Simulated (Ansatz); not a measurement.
An Ansatz (a program for electronic structure) input (r2SCAN/PAW in Ansatz, no SOC):

Ansatz 0.2 input:
```yaml
crystal:
  lattice:
    - [0, 2.7943250672, 2.7943250672]
    - [2.7943250672, 0, 2.7943250672]
    - [2.7943250672, 2.7943250672, 0]
  atoms:
    - { symbol: Pt, position: [0.75, 0.75, 0.75] }
    - { symbol: Zn, position: [0, 0, 0] }
basis: { ecutwfc: 500, ecutrho_ratio: 4, xc_grid: 4, fft_grid_basis: typed }
kpoints: { mp_grid: { grid: [14, 14, 14] } }
hamiltonian:
  xc: r2scan
  dispersion: none
  pseudopotentials: { kind: paw }
scf: { occupations: { method: fermi_dirac, width: 0.05 }, convergence: { dr2_threshold: 0.0000000002 } }
output: { forces: true, stress: true }
checkpoint: { write: state.ck, write_every: 1000 }
```

### Question
Which symmetry and how many k-points will the program report, and about how many plane waves at Γ?

### Answer
Space group F-43m (ITA 216) with 24 operations, k-points 104 of 2744, and 1067 plane waves at Γ.

Stability against distortions was not tested. All final runs are without spin polarisation. The cell was made from ZnSe by this change: Se → Pt; the result is a hypothetical phase, not in the database extracts checked.
